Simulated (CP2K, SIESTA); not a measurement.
A SIESTA input for a self-consistent single point of LaIn5Rh (P4/mmm, 7 atoms in the cell) (DFT, GGA PBEsol, numerical atomic orbitals DZP, PseudoDojo PBEsol standard norm-conserving potentials (rewritten from UPF to PSML)):

```
# files in the folder: La.psml In.psml Rh.psml (PseudoDojo PBEsol standard)
SystemName  LaIn5Rh
SystemLabel LaIn5Rh

NumberOfAtoms                7
NumberOfSpecies              3
%block ChemicalSpeciesLabel
  1 57 La
  2 49 In
  3 45 Rh
%endblock ChemicalSpeciesLabel
LatticeConstant              1.0 Ang
%block LatticeVectors
     4.642554000    0.000000000    0.000000000
     0.000000000    4.642554000    0.000000000
     0.000000000    0.000000000    7.530338000
%endblock LatticeVectors
AtomicCoordinatesFormat      Fractional
%block AtomicCoordinatesAndAtomicSpecies
     0.000000000    0.000000000    0.000000000  1
     0.500000000    0.500000000    0.000000000  2
     0.500000000    0.000000000    0.692230000  2
     0.500000000    0.000000000    0.307770000  2
     0.000000000    0.500000000    0.692230000  2
     0.000000000    0.500000000    0.307770000  2
     0.000000000    0.000000000    0.500000000  3
%endblock AtomicCoordinatesAndAtomicSpecies

XC.functional                GGA
XC.authors                   PBEsol
PAO.BasisSize                DZP
PAO.EnergyShift              0.01 Ry
MeshCutoff                   350 Ry
%block kgrid.MonkhorstPack
    5   0   0  0.0
    0   5   0  0.0
    0   0   3  0.0
%endblock kgrid.MonkhorstPack
OccupationFunction           FD
ElectronicTemperature        580.23 K

MaxSCFIterations             150
SCF.Mixer.Method             Broyden
SCF.Mixer.Weight             0.2
SCF.Mixer.History            8
SCF.DM.Tolerance             1.0E-05
Diag.ParallelOverK           true
WriteForces                  true
Charge.Mulliken              end
```

Q: Translate this input to CP2K.

A: One input that does it (others would too):

```
&GLOBAL
  PROJECT run
  RUN_TYPE ENERGY_FORCE
  PRINT_LEVEL MEDIUM
&END GLOBAL
&FORCE_EVAL
  METHOD Quickstep
  STRESS_TENSOR ANALYTICAL
  &DFT
    BASIS_SET_FILE_NAME BASIS_MOLOPT
    BASIS_SET_FILE_NAME BASIS_MOLOPT_UCL
    POTENTIAL_FILE_NAME GTH_POTENTIALS
    &QS
      METHOD GPW
      EPS_DEFAULT 1E-10
    &END QS
    &MGRID
      CUTOFF 500
      REL_CUTOFF 50
      NGRIDS 5
    &END MGRID
    &SCF
      SCF_GUESS ATOMIC
      EPS_SCF 1E-6
      MAX_SCF 100
      ADDED_MOS 15
      &DIAGONALIZATION
        ALGORITHM STANDARD
      &END DIAGONALIZATION
      &MIXING
        METHOD BROYDEN_MIXING
        ALPHA 0.3
        NBUFFER 8
        BETA 1.5
      &END MIXING
      &SMEAR ON
        METHOD FERMI_DIRAC
        ELECTRONIC_TEMPERATURE [K] 580.23
      &END SMEAR
    &END SCF
    &KPOINTS
      SCHEME MONKHORST-PACK 5 5 3
    &END KPOINTS
    &XC
      &XC_FUNCTIONAL
        &PBE
          PARAMETRIZATION PBESOL
        &END PBE
      &END XC_FUNCTIONAL
    &END XC
    &PRINT
      &MO
        EIGENVALUES T
        OCCUPATION_NUMBERS T
        NDIGITS 8
        FILENAME mo
        &EACH
          QS_SCF 0
        &END EACH
        ADD_LAST NUMERIC
      &END MO
      &MULLIKEN ON
      &END MULLIKEN
    &END PRINT
  &END DFT
  &SUBSYS
    &CELL
      ABC 4.64255400 4.64255400 7.53033800
      ALPHA_BETA_GAMMA 90.00000000 90.00000000 90.00000000
      PERIODIC XYZ
    &END CELL
    &COORD
      SCALED
      La       0.00000000     0.00000000     0.00000000
      In       0.50000000     0.50000000     0.00000000
      In       0.50000000     0.00000000     0.69223000
      In       0.50000000     0.00000000     0.30777000
      In       0.00000000     0.50000000     0.69223000
      In       0.00000000     0.50000000     0.30777000
      Rh       0.00000000     0.00000000     0.50000000
    &END COORD
    &KIND La
      BASIS_SET DZVP-MOLOPT-SR-GTH-q11
      POTENTIAL GTH-PBE-q11
    &END KIND
    &KIND In
      BASIS_SET DZVP-MOLOPT-SR-GTH-q13
      POTENTIAL GTH-PBE-q13
    &END KIND
    &KIND Rh
      BASIS_SET DZVP-MOLOPT-SR-GTH-q17
      POTENTIAL GTH-PBE-q17
    &END KIND
  &END SUBSYS
  &PRINT
    &FORCES ON
    &END FORCES
    &STRESS_TENSOR ON
    &END STRESS_TENSOR
  &END PRINT
&END FORCE_EVAL
```

Basis settings and potentials, where a program has them, do not carry over. This input uses DFT PBEsol, GPW, DZVP-MOLOPT-SR-GTH basis, GTH-PBE potentials (GTH_POTENTIALS).

The starting cell comes from a database of computed structures (which also holds hypothetical and non-ambient phases and stackings), without a prior relaxation at this level. Its lattice was rescaled by a random factor within 2.5 % of one.
